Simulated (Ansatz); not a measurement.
Input:

End structure of Co on the 1x1 (111) surface of fcc Au (the real clean face reconstructs), one in a 2x2 cell, started at the site 'bridge Au-Au (span 2.9 Å)':

```yaml
crystal:
  lattice:
    - [5.87918, 0.00000, 0.00000]
    - [-2.93959, 5.09152, 0.00000]
    - [0.00000, 0.00000, 26.50000]
  atoms:
    - { symbol: Au, position: [0.16667, 0.33333, 0.36414] }
    - { symbol: Au, position: [0.16667, 0.83333, 0.36414] }
    - { symbol: Au, position: [0.66667, 0.33333, 0.36414] }
    - { symbol: Au, position: [0.66667, 0.83333, 0.36414] }
    - { symbol: Au, position: [0.33333, 0.16667, 0.45529] }
    - { symbol: Au, position: [0.33333, 0.66667, 0.45529] }
    - { symbol: Au, position: [0.83333, 0.16667, 0.45529] }
    - { symbol: Au, position: [0.83333, 0.66667, 0.45529] }
    - { symbol: Au, position: [0.99790, 0.99895, 0.54486] }
    - { symbol: Au, position: [0.99798, 0.49899, 0.54553] }
    - { symbol: Au, position: [0.49785, 0.99906, 0.54481] }
    - { symbol: Au, position: [0.49785, 0.49879, 0.54481] }
    - { symbol: Au, position: [0.15784, 0.33551, 0.63687] }
    - { symbol: Au, position: [0.15784, 0.82233, 0.63687] }
    - { symbol: Au, position: [0.67234, 0.33617, 0.63673] }
    - { symbol: Au, position: [0.66211, 0.83105, 0.63683] }
    - { symbol: Co, position: [0.33198, 0.16599, 0.70526] }
```

Model: 17-atom slab, 7.2 Å thick at the start under the adsorbate (thin: gaps and levels are the slab's own), 6x6x1 mesh, Fermi-Dirac 0.1 eV, dipole correction, 8 atoms held, the rest relaxed; held to the start's symmetry, so lower structures may exist; spin-polarised, no spin-orbit, no U, no dispersion correction. At the end it is bonded to 3 Au. In PBE it is, or lies within 0.03 eV of, the lowest of the starts that converged.

A negative adsorption energy means that the adsorbate is more stable on the surface than in its reference.

Question: Give the work function of the top face at the level PBE in Ansatz (a quantum-chemistry and plane-wave program).

Answer: 3.69 eV

Question: What change of the work function does PBE give?

Answer: -1.43 eV

Question: What is the computed adsorption energy against an atom of hcp Co, ferromagnetic (PBE)?

Answer: 2.35 eV

Question: Estimate the change of the step from the bottom to the top vacuum level, against the clean slab that PBE returns for this input.

Answer: -1.45 eV
